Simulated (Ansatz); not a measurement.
The starting structures come from a database of crystals and need not be the phases stable at ambient conditions.

 Where the default PAW files enter, the runs use the earlier of Ansatz's two default sets.

Tunnelling through a barrier is set by its complex band structure: the current falls as exp(−2κd) with the smallest κ.

Data:

```yaml
crystal:
  lattice:
    - [6.47894, 0.00000, 0.00000]
    - [-2.45253, 5.99681, 0.00000]
    - [2.01321, 2.99841, 5.35342]
  atoms:
    - { symbol: Rb, position: [0.23475, 0.23475, 0.00000] }
    - { symbol: Rb, position: [0.48475, 0.98475, 0.50000] }
    - { symbol: H, position: [0.83962, 0.75758, 0.63816] }
    - { symbol: H, position: [0.39574, 0.47778, 0.36184] }
    - { symbol: H, position: [0.72778, 0.14574, 0.86184] }
    - { symbol: H, position: [0.00758, 0.58962, 0.13816] }
    - { symbol: P, position: [0.75146, 0.75146, 0.00000] }
    - { symbol: P, position: [0.00146, 0.50146, 0.50000] }
    - { symbol: O, position: [0.01274, 0.45514, 0.27252] }
    - { symbol: O, position: [0.72766, 0.28526, 0.72748] }
    - { symbol: O, position: [0.53526, 0.47766, 0.22748] }
    - { symbol: O, position: [0.70514, 0.76274, 0.77252] }
    - { symbol: O, position: [0.02603, 0.75641, 0.44220] }
    - { symbol: O, position: [0.19861, 0.46823, 0.55780] }
    - { symbol: O, position: [0.71823, 0.94861, 0.05780] }
    - { symbol: O, position: [0.00641, 0.77603, 0.94220] }
```

Space group of this cell: Fdd2. The cell is taken as given; by PBEsol its mean pressure is 2.8 GPa.

Transport runs along the normal of the first two printed cell vectors.

The gap is the functional's own, uncorrected, and κ follows it; spin-orbit coupling is left out. Mid-gap values are interpolated between the computed energies.

Compute, with Ansatz (a quantum-chemistry and plane-wave program) with PBEsol, the band gap and the smallest decay constant κ at mid-gap.

Gap 5.50 eV on a 6×6×6 mesh; κ = 0.496 1/Å, at the zone centre.
